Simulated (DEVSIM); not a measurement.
Device: abrupt Si p-n junction, at 250 K.

Layer 1 from the left is Si, thickness (μm) 0.150, Na (cm⁻³) 7.2e18, τn (s) 0.00041, τp (s) 0.00041. Layer 2 from the left is Si, thickness (μm) 31.0, Nd (cm⁻³) 7.2e16, τn (s) 0.00041, τp (s) 0.00041.

Left contact: ohmic. Right contact: ohmic. Voltage is applied to the left contact. Recombination: SRH at mid-gap, radiative. Gap narrowing is on: ΔEg = 6.92 meV × (l + √(l² + 0.5)), l = ln(N/1.3e17 cm⁻³), shared equally by both band edges. Mobility is μmin + (μ − μmin)/(1 + (N/Nref)^α).

The device is made up for the run: typed textbook-type constants, with dimensions and the other settings drawn at random. Values at 300 K; Nc and Nv go as T^1.5, mobilities as T to minus their exponent, the gap by Varshni's rule with the affinity fixed.

Si: gap (eV) 1.124, affinity (eV) 4.05, permittivity 11.7, Nc (cm⁻³) 2.86e19, Nv (cm⁻³) 3.1e19, μn (cm²/Vs) 1417, μp (cm²/Vs) 470, μn,min 52, μp,min 45, Nref,n 9.7e16, Nref,p 2.2e17, αn 0.68, αp 0.72, T exponent of μn 2.3, T exponent of μp 2.2, B (cm³/s) 4.7e-15, Varshni α (eV/K) 0.000473, Varshni β (K) 636.

Simulated with DEVSIM: 1D drift-diffusion, Boltzmann statistics, complete ionisation; no tunnelling, impact ionisation, image-force lowering or self-heating.

### Question
What does the simulation give for the dark forward voltage at 100 A/cm², the largest field in the device at zero bias, the dark forward voltage at 1 A/cm², the potential step across the device at zero bias?

### Answer
dark forward voltage at 100 A/cm² 0.878 V; largest field in the device at zero bias 160000 V/cm; dark forward voltage at 1 A/cm² 0.760 V; potential step across the device at zero bias 0.958 V.
